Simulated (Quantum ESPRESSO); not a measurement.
Troubleshooting Quantum ESPRESSO: a failed run on MgZn₃S₄ (Pm, 8 atoms in the cell). The aim is a self-consistent single point with DFT, PBEsol, plane waves, GBRV 1.5 ultrasoft (PBESOL) pseudopotentials.

Cell that was meant: a = 6.3123 Å, b = 3.8545 Å, c = 6.6932 Å, α = 90.00°, β = 90.05°, γ = 90.00°.

Part of the input:

```fortran
ATOMIC_SPECIES
Mg    24.3050  mg_pbesol_v1.4.uspp.F.UPF
Zn    65.3800  zn_pbesol_v1.uspp.F.UPF
S     32.0600  S_PBESOL_V1.4.USPP.f.upf
CELL_PARAMETERS alat
   1.0000000000     0.0000000000     0.0000000000
   0.0000000000     0.6106303903     0.0000000000
```

Log, with long lists cut:

```
 %%%%%%%%%%%%%%%%%%%%%%%%%%%%%%%%%%%%%%%%%%%%%%%%%%%%%%%%%%%%%%%%%%%%%%%%%%%%%%
     Error in routine readpp (1):
     file ./S_PBESOL_V1.4.USPP.f.upf not found
 %%%%%%%%%%%%%%%%%%%%%%%%%%%%%%%%%%%%%%%%%%%%%%%%%%%%%%%%%%%%%%%%%%%%%%%%%%%%%%

     stopping ...
```

Problem. From the messages shown, name the fault and mend the input.

Solution. The fault is a potential or basis that cannot be found. The input names a file or set that is not where the program looks, or that does not exist under that name. To fix it, correct the name or place the file. The program stopped before any SCF iteration.

The sound input it was made from differs as follows (other fixes are possible):
```diff
-S     32.0600  S_PBESOL_V1.4.USPP.f.upf
+S     32.0600  s_pbesol_v1.4.uspp.F.UPF
```

With that input, the run converged in 14 iterations: free energy E − TS -21843.1750 eV; top of the valence band (on the code's own zero) 5.74 eV; gap on the k-point mesh 2.23 eV; pressure -1.30 GPa; largest force (vector length) 0.100 eV/Å (DFT, PBEsol, plane waves, GBRV 1.5 ultrasoft (PBESOL) pseudopotentials).

On the sound input: the starting cell comes from a database of computed structures (which also holds hypothetical and non-ambient phases and stackings), without a prior relaxation at this level.
